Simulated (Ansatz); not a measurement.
Pressure series in SiC

Consider SiC (space group P6_3mc, No. 186; a = 3.078 Å, c = 10.076 Å).

Cell and atoms are relaxed at each pressure.

Computed with Kohn–Sham DFT with the PBEsol functional, run in Ansatz (a quantum-chemistry and plane-wave program) with PAW and 420 eV plane waves, without spin-orbit coupling, earlier PAW set.

```
pressure (GPa)  volume per atom (Å³/atom)
--------------  -------------------------
-1                                 10.381
0                                  10.335
3                                       ?
7                                  10.033
15                                  9.733
30                                  9.265
50                                  8.770
75                                  8.283
100                                 7.891
```

Problem. Fit the third-order Birch–Murnaghan form P(V) = (3B₀/2)[(V₀/V)^(7/3) − (V₀/V)^(5/3)]·[1 + (3/4)(B₀′ − 4)((V₀/V)^(2/3) − 1)] (squares taken in P) to the rows shown and predict the withheld row.

Solution. Least squares on the printed values gives V₀ = 10.334 Å³/atom, B₀ = 224 GPa, B₀′ = 3.8; this predicts 10.200 Å³/atom, and the run gives 10.200 Å³/atom, in agreement.

Load acts through the strain it causes; cell and atoms are relaxed under it. Stability against distortions was not tested. No other phases were tried under pressure.
